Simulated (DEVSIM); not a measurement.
System: illuminated Si p-on-n cell, one wavelength, at 350 K.

Layer 1 from the left is Si, thickness (μm) 0.120, Na (cm⁻³) 2.3e18, τn (s) 7.1e-6, τp (s) 8e-6, absorption coefficient (cm⁻¹) 11000. Layer 2 from the left is Si, thickness (μm) 170, Nd (cm⁻³) 4.1e15, τn (s) 0.00017, τp (s) 0.00017, absorption coefficient (cm⁻¹) 11000.

Left contact: ohmic, minority electron recombination velocity 70 cm/s. Right contact: ohmic, minority hole recombination velocity 3e6 cm/s. Voltage is applied to the left contact. Recombination: SRH at mid-gap, radiative, Auger. Gap narrowing is on: ΔEg = 6.92 meV × (l + √(l² + 0.5)), l = ln(N/1.3e17 cm⁻³), shared equally by both band edges. Light enters at the left, 2.5e16 photons cm⁻² s⁻¹, one pass, no reflection. Mobility is constant in doping.

Constants are typed, rounded textbook-type inputs, not results; the design itself was drawn at random and stands for no fabricated device. Values at 300 K; Nc and Nv go as T^1.5, mobilities as T to minus their exponent, the gap by Varshni's rule with the affinity fixed.

Si: gap (eV) 1.124, affinity (eV) 4.05, permittivity 11.7, Nc (cm⁻³) 2.86e19, Nv (cm⁻³) 3.1e19, μn (cm²/Vs) 1417, μp (cm²/Vs) 470, T exponent of μn 2.3, T exponent of μp 2.2, B (cm³/s) 4.7e-15, Cn (cm⁶/s) 2.8e-31, Cp (cm⁶/s) 9.9e-32, Varshni α (eV/K) 0.000473, Varshni β (K) 636.

Model (solved in DEVSIM): 1D drift-diffusion, Boltzmann statistics, complete ionisation; no tunnelling, impact ionisation, image-force lowering or self-heating.

Dark forward current:

```tsv
|V| (V)	|J| (A/cm²)
0.05	1.668e-8
0.10	9.970e-8
0.15	5.256e-7
0.20	2.738e-6
0.25	1.429e-5
0.30	7.473e-5
0.35	0.0003913
0.40	0.002047
0.45	0.01061
0.50	0.05279
0.55	0.2318
0.60	0.8349
0.65	2.512
0.70	6.708
0.75	16.67
0.80	39.30
0.85	85.02
0.90	159.2
0.95	258.5
1.00	377.6
1.05	512.3
1.10	660.1
1.15	818.8
1.20	987.0
1.25	1164
1.30	1348
```

Task: Work out the local ideality factor n = ΔV / (kT/q · ln(J2/J1)) between the rows 0.15 and 0.20 V, 0.30 and 0.35 V, 1.25 and 1.30 V.

Result: kT/q = 30.16 mV. From 0.15 to 0.20 V: ln(2.738e-6/5.256e-7) = 1.650, n = 1.00, near the 1 of diffusion or emission over a barrier. From 0.30 to 0.35 V: ln(0.0003913/7.473e-5) = 1.656, n = 1.00, near the 1 of diffusion or emission over a barrier. From 1.25 to 1.30 V: ln(1348/1164) = 0.147, n = 11.30.

Task: What current could the absorbed light give at most, and what share is collected?

Result: Σ αd = 187, so qΦ(1 − exp(−Σ αd)) = 4.01 mA/cm². The simulated short-circuit current is 3.992 mA/cm², a share of 1.00.

Task: Estimate the open-circuit voltage by superposition: the voltage at which the dark current equals that short-circuit current.

Result: Interpolating ln J in the table gives 0.420 V. The simulation gives 0.420 V, the same within the digits that matter. Superposition holds where collection doesn't change with voltage.

Task: Estimate the fill factor from FF0 = (v − ln(v + 0.72))/(v + 1), v = qVoc/(nkT), with n from the dark curve.

Result: The rows about Voc, 0.40 and 0.45 V, give n = 1.01, so v = 13.8 and FF0 = 0.752. The simulation gives 0.752, the same within the digits that matter.
